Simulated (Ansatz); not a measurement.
Base system: Li$_{2}$S in the anti-fluorite structure (space group Fm-3m, No. 225; a = 5.655 Å). Axes: x, y, z lie along the cube axes.

Calculations: PBEsol in Ansatz (plane waves to 420 eV, PAW, no SOC).

Strains are applied to the cell and any free atomic positions relax; under biaxial strain the out-of-plane vector relaxes too.

One change was made to it. Results:

| quantity | base | after |
|---|---|---|
| energy relative to the base (free energy F) | 0 meV/atom | +3.5 meV/atom |
| valence-band top at Γ (three highest levels, from the VBM) | 0.00, 0.00, 0.00 eV | 0.00, -0.09, -0.09 eV |
| shortest interatomic distance | 2.449 Å | 2.474 Å |

Task: Which of these changes matches the shifts?
(A) biaxial strain +2.00 %, plane normal [001], relaxed out of plane
(B) biaxial strain −2.50 %, plane normal [001], relaxed out of plane
(C) biaxial strain +0.50 %, plane normal [001], relaxed out of plane
(D) biaxial strain −3.00 %, plane normal [001], relaxed out of plane

Result: A, biaxial strain +2.00 %, plane normal [001], relaxed out of plane. For comparison, the energy relative to the base in the other runs: biaxial strain −2.50 %, plane normal [001], relaxed out of plane gives +5.9 meV/atom; biaxial strain +0.50 %, plane normal [001], relaxed out of plane gives +0.2 meV/atom; biaxial strain −3.00 %, plane normal [001], relaxed out of plane gives +8.6 meV/atom.

The levels and masses belong to the bands next to the band gap. Stability against distortions was not tested.

Ansatz is a quantum-chemistry and plane-wave program.
